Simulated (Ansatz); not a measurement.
SnO (model structure, started from the 6H type, P6₃mc, No. 186, 12 atoms in the cell), treated with LDA (Ansatz, a quantum-chemistry and plane-wave program, plane waves, PAW).

Run with plane-wave cutoff 520 eV, 18×18×4 k mesh (along the axes of the cell as run), Fermi–Dirac smearing 0.05 eV, scalar-relativistic PAW data made under PBE.

Cell (relaxed at this level):

```xyz
12
Lattice="3.2562 0.0000 0.0000 -1.6281 2.8200 0.0000 0.0000 0.0000 24.1064" Properties=species:S:1:pos:R:3 pbc="T T T"
Sn     0.0000     0.0000    -0.0348
Sn     0.0000     0.0000    12.0184
Sn     1.6281     0.9400    20.0323
Sn     0.0000     1.8800     7.9790
Sn     1.6281     0.9400     3.9787
Sn     0.0000     1.8800    16.0319
O      0.0000     0.0000    21.1116
O      0.0000     0.0000     9.0584
O      1.6281     0.9400    17.1149
O      0.0000     1.8800     5.0617
O      1.6281     0.9400     1.0453
O      0.0000     1.8800    13.0986
```

Q: Estimate the band gap, smallest direct gap on the k points sampled and Γ–Γ gap that the calculation returns.

A: 
- band gap: 1.02 eV
- smallest direct gap on the k points sampled: 1.44 eV
- Γ–Γ gap: 2.16 eV

Note: the relaxation could raise the start's symmetry but not lower it, so the cell can be a saddle point.

Spin–orbit coupling is not included.

The computed numbers hold no vibrational or temperature effects.

It cost about 5 core-minutes (a rough figure) of CPU time.

A model structure was made by putting elements into a prototype or built by hand; it is no filed structure, need not be a known phase, and can be a saddle point held by its symmetry.
